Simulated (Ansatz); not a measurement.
# Sn, pressure series

The parent structure is Sn in the diamond structure (space group Fd-3m, No. 227; a = 6.5684 Å).

Cell and atoms are relaxed at each pressure.

Method: r2SCAN (Ansatz, a first-principles code; PAW; 500 eV plane waves; no spin-orbit coupling), earlier PAW set.

```tsv
variant	shortest interatomic distance	density
base	2.844 Å	5.56 g/cm³
pressure −2 GPa	2.896 Å	5.27 g/cm³
pressure −1 GPa	2.868 Å	5.43 g/cm³
pressure 3 GPa	[?]	[?]
pressure 7 GPa	2.731 Å	6.29 g/cm³
pressure 15 GPa	2.651 Å	6.87 g/cm³
pressure 30 GPa	2.553 Å	7.69 g/cm³
pressure 50 GPa	2.468 Å	8.52 g/cm³
pressure 75 GPa	2.393 Å	9.35 g/cm³
pressure 100 GPa	2.337 Å	10.04 g/cm³
```

Question: What belongs in the blanks?

Answer: 
- pressure 3 GPa, shortest interatomic distance: 2.787 Å
- pressure 3 GPa, density: 5.91 g/cm³

Load acts through the strain it causes; cell and atoms are relaxed under it. No phonon test of stability was made. Tetrahedral semiconductors of this kind turn to denser phases somewhere between about 1 and 50 GPa; those were not computed, so compressed cells here can lie past the real transition.
